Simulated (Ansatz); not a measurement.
Given:

End structure of O on the 1x1 (100) surface of fcc Cu, one in a 2x2 cell, started at the site 'hollow Cu-Cu-Cu-Cu over Cu at depth 1.8 Å':

```xyz
17
Lattice="5.1336 0.0000 0.0000 0.0000 5.1336 0.0000 0.0000 0.0000 24.5000" Properties=species:S:1:pos:R:3 pbc="T T T"
Cu     1.2834     1.2834     9.5761
Cu     1.2834     3.8502     9.5761
Cu     3.8502     1.2834     9.5761
Cu     3.8502     3.8502     9.5761
Cu     0.0000     0.0000    11.3366
Cu     0.0000     2.5668    11.3366
Cu     2.5668     0.0000    11.3366
Cu     2.5668     2.5668    11.3366
Cu     1.2834     1.2834    13.0740
Cu     1.2834     3.8502    13.1554
Cu     3.8502     1.2834    13.1554
Cu     3.8502     3.8502    13.2452
Cu    -0.0094    -0.0094    14.9764
Cu    -0.0094     2.5762    14.9764
Cu     2.5762    -0.0094    14.9764
Cu     2.5762     2.5762    14.9764
O      1.2834     1.2834    15.7720
```

Model: 17-atom slab, 5.3 Å thick at the start under the adsorbate (thin: gaps and levels are the slab's own), 6x6x1 mesh, Fermi-Dirac 0.1 eV, dipole correction, single point; on the structure that PBE left under its start's symmetry; spin-polarised, no spin-orbit, no U, no dispersion correction. The starting moment vanished. The program's check for a lower electronic state was not made. At the end it is bonded to 4 Cu. In PBE it is, or lies within 0.03 eV of, the lowest of the starts that converged; the order may differ at this level.

A negative adsorption energy means that the adsorbate is more stable on the surface than in its reference.

Problem. What is the computed adsorption energy against ½ O2(g) at the same level (r2SCAN, at the PBE geometry and the start's symmetry (Ansatz, an electronic-structure program))?

Solution. -2.27 eV

Problem. Give the change of the work function at the level r2SCAN, at the PBE geometry and the start's symmetry.

Solution. 0.44 eV

Problem. Predict the change of the step from the bottom to the top vacuum level, against the clean slab from r2SCAN, at the PBE geometry and the start's symmetry.

Solution. 0.57 eV

Problem. What work function of the top face does r2SCAN, at the PBE geometry and the start's symmetry give?

Solution. 4.98 eV
